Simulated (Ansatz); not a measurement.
Ge on a Zn site (surface) in a 2x2 cell of the 1x1 (10-10) surface of wurtzite ZnO (cut with top plane O + Zn)

Host crystal: wurtzite ZnO, with a band gap (PBE, scalar-relativistic without spin-orbit coupling).

Method: PBE (plane waves to 420 eV, PAW; Ansatz, a program for electronic structure).

Slab: 64 atoms, 9.4 Å thick at the start (thin: gaps and levels are the slab's own); k 3x2x1, smearing 0.01 eV, dipole-corrected; 12 atoms held, the rest relaxed; symmetry of the start imposed; no spin, no spin-orbit, no U.

```json
{
  "formation energy against germanium, hcp Zn": "-0.35 eV",
  "change_of_the_step_from_the_bottom_to_the_top_vacuum_level_against_the_clean_slab": "-0.018 eV",
  "energy_released_by_relaxation": "1.53 eV",
  "largest_move_of_a_host_atom": "0.67 Å"
}
```
